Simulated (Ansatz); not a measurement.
Consider CdF$_{2}$ in the fluorite structure (space group Fm-3m, No. 225).

```
CdF2
1.0
    0.00000     2.69198     2.69198
    2.69198     0.00000     2.69198
    2.69198     2.69198     0.00000
Cd F
1 2
Cartesian
  0.00000   0.00000   0.00000
  1.34599   1.34599   1.34599
  4.03797   4.03797   4.03797
```

Cartesian axes are those of the cell as printed.

Level of theory: PBEsol (Ansatz, an electronic-structure program, PAW, no spin-orbit coupling).

Before the change:

* **Band gap**: 2.94 eV
* **Shortest interatomic distance**: 2.331 Å
* **Pressure**: 0.00 GPa

Now apply this change: biaxial strain −0.50 %, plane normal [001], relaxed out of plane (Cartesian); in-plane vectors clamped, the third vector and the atoms free.

Problem. Predict the new band gap.

Solution. The band gap rises by 0.013 eV (2.94 eV → 2.96 eV).

Problem. What happens to the shortest interatomic distance?

Solution. The shortest interatomic distance shrinks by 0.0047 Å to 2.327 Å.

Problem. What does the calculation give for the pressure after the change?

Solution. The pressure (mean of the normal stresses, compression positive) goes from zero to 0.67 GPa.

Problem. Estimate the effect on the out-of-plane strain.

Solution. The out-of-plane strain comes out as +0.39 %.

Problem. What does the calculation give for the energy relative to the base after the change?

Solution. The energy grows by 0.4 meV/atom.

Whether these cells are dynamically stable was not tested.
